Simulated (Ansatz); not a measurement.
```
CELL_PARAMETERS angstrom
     -2.04262     2.04262     9.15291
      2.04262    -2.04262     9.15291
      2.04262     2.04262    -9.15291
ATOMIC_POSITIONS crystal
  P  0.07084 0.57084 0.50000
  P  0.42916 0.92916 0.50000
  P  0.75000 0.25000 0.50000
  Lu 0.66118 0.66118 0.00000
  Al 0.00000 0.00000 0.00000
  Lu 0.33882 0.33882 0.00000
```

No spin polarisation.

All numbers come from PBEsol in Ansatz (plane waves to 420 eV, PAW, no spin-orbit coupling). k-mesh 11×11×11 (Γ-centred); smearing 0.05 eV (Fermi–Dirac).

Task: Predict the electron mass, gap character and valence-band top at Γ.

Result: The electron mass is 0.76 mₑ along k, 0.32 mₑ across (at M). The gap character (in this cell's own zone, which can be folded) comes out as indirect, Γ → M and the valence-band top at Γ (three highest levels, from the VBM) is 0.00, 0.00, -0.83 eV.

These are small ordered cells, not random alloys; other orderings at the same x differ. Effective masses come from finite differences of ±0.01 Å⁻¹. Along k means along the line from Γ to the band edge. Whether these cells are dynamically stable was not tested. The cell was made from AlP by this change: x(Lu) = 0.667, 6 atoms, I-4m2.

Ansatz is a program for electronic structure.
